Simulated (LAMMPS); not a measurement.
MD of Cu3Au (L1_2) at zero pressure, 4000 atoms, as a liquid; each row is its own run.

Model: classical MD, pair style eam, the elements' _u3.eam files (universal-3 set of Foiles, Baskes and Daw); code LAMMPS.

```csv
T (K),D(Au) (cm²/s)
1080,1.60e-5
1320,2.82e-5
1500,3.88e-5
1680,5.36e-5
1920,7.39e-5
```

Problem. Fit an Arrhenius law, ln y = a + b / x, to these rows (x is the first column, y the second) and predict the run at x = 1200.

Solution. Least squares gives a = -7.5999 and b = -3757. The slope times kB gives an activation energy of 0.32 eV. At x = 1200 the fit predicts 2.19e-5 cm²/s. The run itself gave (2.04 ± 0.04) × 10^-5 cm²/s, so the fit is 7.4 % high.

Caution: a run this short can hold a crystal over, or a liquid under, the potential's own melting point, which these runs don't give.

Errors of D are the spread over four groups of atoms in one short run; a floor of about 5 %, a picked value, is safer.
